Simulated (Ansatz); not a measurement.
BP: response to strain

Base system: BP in the zinc blende structure (space group F-43m, No. 216; a = 4.5364 Å). Axes: x, y, z lie along the cube axes.

Strains are applied to the cell and any free atomic positions relax; under biaxial strain the out-of-plane vector relaxes too.

The values are results of Ansatz (an electronic-structure program) r2SCAN, no spin-orbit coupling, earlier PAW set, not measurements.

Candidates:
(a) uniaxial strain ε_xx = +5.50 %
(b) uniaxial strain ε_zz = +1.29 %
(c) biaxial strain −1.76 %, plane normal [111], relaxed out of plane
(d) isotropic strain +3.28 %

Notes on the quantities. energy relative to the base: free energy F.

Q: Order them by energy relative to the base, highest first.

A: (d) isotropic strain +3.28 % (+55 meV/atom), (a) uniaxial strain ε_xx = +5.50 % (+38 meV/atom), (c) biaxial strain −1.76 %, plane normal [111], relaxed out of plane (+11 meV/atom), (b) uniaxial strain ε_zz = +1.29 % (+2.2 meV/atom)

Stability against distortions was not tested.
